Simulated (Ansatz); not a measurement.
Worked example: relaxation of cell and atoms of LaNiGe₃ (I4mm, 5 atoms in the cell) in Ansatz (an electronic-structure program).

Method of the run: LDA (PW92), default PAW files made with PBE (plane waves; Ansatz).

The change in words: atoms on their sites; basis.ecutwfc: 420 eV → 840 eV; relax: default → cell and atoms. Reference geometry:
```
CELL_PARAMETERS angstrom
     -2.19443     2.19443     4.82653
      2.19443    -2.19443     4.82653
      2.19443     2.19443    -4.82653
ATOMIC_POSITIONS crystal
  La 0.57708 0.57708 0.00000
  Ni 0.23409 0.23409 0.00000
  Ge 0.82993 0.32993 0.50000
  Ge 0.32993 0.82993 0.50000
  Ge 0.99096 0.99096 0.00000
```

Reference input (self-consistent single point, DFT, LDA (PW92), plane waves, default PAW files made with PBE): basis.ecutwfc = 420 eV; kpoints.mp_grid.grid = 5 5 5; hamiltonian.xc = lda; hamiltonian.pseudopotentials = {kind: paw} (the program's default PAW files); scf.occupations.method = gaussian; scf.occupations.width = 0.1 eV. This run's input differs from it in these lines:

Ansatz 0.2 input:
```diff
@@ -6,3 +6,3 @@
   atoms:
-    - { symbol: La, position: [0.57708000, 0.57708000, 0.00000000] }
+    - { symbol: La, position: [0.57190000, 0.57190000, 0.00000000] }
     - { symbol: Ni, position: [0.23409000, 0.23409000, 0.00000000] }
@@ -12,3 +12,3 @@
 basis:
-  ecutwfc: 420.0 eV
+  ecutwfc: 840.0 eV
 kpoints:
@@ -24,2 +24,4 @@
     width: 0.1 eV
+relax:
+  cell: {}
 output:
```

Output (repeated stretches shortened):

```
   [... SCF lines of the steps left out ...]
relax step   1: F+E_penalty+E_count = -24500.09236129 eV  Δ(F+E_penalty+E_count) = +0.000e0 eV  max|allowed force component| = 2.951e-1 eV/Å  Δτ_max = 0.0000 Å  P = -4.345 GPa  Ω = 92.969 Å³  (8 SCF iters, dr2 threshold 1.00e-7 eV, accepted)
relax step   2: F+E_penalty+E_count = -24500.14912434 eV  Δ(F+E_penalty+E_count) = -5.676e-2 eV  max|allowed force component| = 2.145e-1 eV/Å  Δτ_max = 0.0064 Å  P = +0.290 GPa  Ω = 88.833 Å³  energy of the carried Pulay correction = +1.035e-4 eV  [...]
   [... lines left out ...]
relax step   5: F+E_penalty+E_count = -24500.15280558 eV  Δ(F+E_penalty+E_count) = -4.056e-5 eV  max|allowed force component| = 1.876e-3 eV/Å  Δτ_max = 0.0025 Å  P = +0.005 GPa  Ω = 89.119 Å³  energy of the carried Pulay correction = +9.619e-5 eV  [...]
relax step   6: F+E_penalty+E_count = -24500.15271335 eV  Δ(F+E_penalty+E_count) = +9.223e-5 eV  max|allowed force component| = 1.868e-3 eV/Å  Δτ_max = 0.0000 Å  P = +0.005 GPa  Ω = 89.119 Å³  stress off target by 1.53e-2 GPa  SCF on the basis [...]
basis re-selected at this cell: Δ(F+E_penalty+E_count) = +9.223e-5 eV, ΔP = -0.000 GPa vs the last step
the relaxation is at rest under the 8 symmetry operations that the run kept from its start: a minimum is not shown …
Free energy (F): -24500.152713 eV
Internal energy: -24500.141886 eV  (E = F + TS)
E sigma→0 (E₀):  -24500.147300 eV
Entropy (-TS):   -0.010827 eV (-2.165 meV/atom)
Fermi energy:    14.241136 eV
--- Forces (eV/Å), atoms counted from 1 ---
  atom   1  La     0.00000000     0.00000000     0.00010184
   [... lines left out ...]
  cell:  # Å, volume = 89.1190 Å³
   [... lines left out ...]
    - { symbol: La, position: [0.5719553195742837, 0.5719553195742837, -1.0298732040382322e-34] }
    - { symbol: Ni, position: [0.23411343338007926, 0.23411343338007926, 6.1242228233240515e-34] }
    - { symbol: Ge, position: [0.8286631025307505, 0.32866310253075043, 0.5] }
    - { symbol: Ge, position: [0.32866310253075043, 0.8286631025307505, 0.5] }
    - { symbol: Ge, position: [0.9934150419841365, 0.9934150419841365, -2.098092100757513e-33] }
```

The run converged.  The full log also holds: “iter 5 did not close the SCF: its close was put off for the readings that it lacked (scf_convergence_deferred on its scf_iter line)”. The full log also holds: “iter 5 did not close the SCF: its close was put off for the readings that it lacked (scf_convergence_deferred on its scf_iter line)”.

Summary of the result:
| Property | Value |
|---|---|
| Free energy E − TS (on the zero of these files) | -24500.1527 eV |
| Fermi level (on the code's own zero) | 14.24 eV |
| Pressure | 0.00 GPa |
| Largest force (vector length) | 0.002 eV/Å |
| Final cell | a = 5.6653 Å, b = 5.6653 Å, c = 5.6653 Å, α = 135.15°, β = 135.15°, γ = 65.30° |
| Final volume per atom | 17.82 Å³ |
| Relaxation steps | 6 |

The starting cell comes from a database of computed structures (which also holds hypothetical and non-ambient phases and stackings), without a prior relaxation at this level. Its lattice was rescaled by up to half a per cent. Spin polarisation is off. The relaxation keeps the symmetry of its start, so its end need not be a minimum. Ansatz's pressure includes its estimate of the finite-basis (Pulay) stress.

Cost on one core of a shared machine: roughly 2 min.
